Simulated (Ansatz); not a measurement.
B20 (FeSi-type) MnSi, treated with PBEsol-D3(BJ) (PAW; Ansatz, a first-principles code).

Numerical settings: plane-wave cutoff 520 eV, 12×12×12 k mesh, Fermi–Dirac smearing 0.05 eV, spin-polarised with parallel moments, scalar-relativistic PAW data made under PBE.

Response to compression and expansion:

Shape and atoms are relaxed at each volume.

| V (Å³/atom) | P (GPa) | moment (μB per cell of 8 atoms) |
|---|---|---|
| 10.434 | 10.41 | 2.93 |
| 10.652 | 4.94 | 3.17 |
| 10.869 | 0.00 | 3.37 |
| 11.086 | -4.44 | 3.55 |
| 11.304 | -8.43 | 3.70 |

Note: the collinear magnetic order is the start's and need not be the measured one; the bulk modulus comes from volumes at which shape and atoms were relaxed.
